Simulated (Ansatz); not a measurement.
For GaAs (model structure, started from the BN type, Pm-3n, No. 223, 12 atoms in the cell), PBE-D3(BJ) (PAW; Ansatz, a program for electronic structure) gives:

```
Item                        Value
-------------------  ------------
lattice parameter a       7.015 Å
cohesive energy      3.23 eV/atom
```

Problem. What does r²SCAN in Ansatz (PAW) give for the same quantities?

Solution. 
- lattice constant a: 6.989 Å (drops by 0.4 %)
- cohesive energy: 3.11 eV/atom (decreases by 0.12 eV/atom)

Changes are worked out from the printed values.

Unless a cell is named, each level is at its own relaxed cell (PBE-D3(BJ) 28.77, r²SCAN 28.44 Å³/atom).

Ansatz's density-functional and Hartree–Fock values are scalar-relativistic unless marked +SOC, with PAW data made under PBE.

A model structure was made by putting elements into a prototype or built by hand; it is no filed structure, need not be a known phase, and can be a saddle point held by its symmetry.
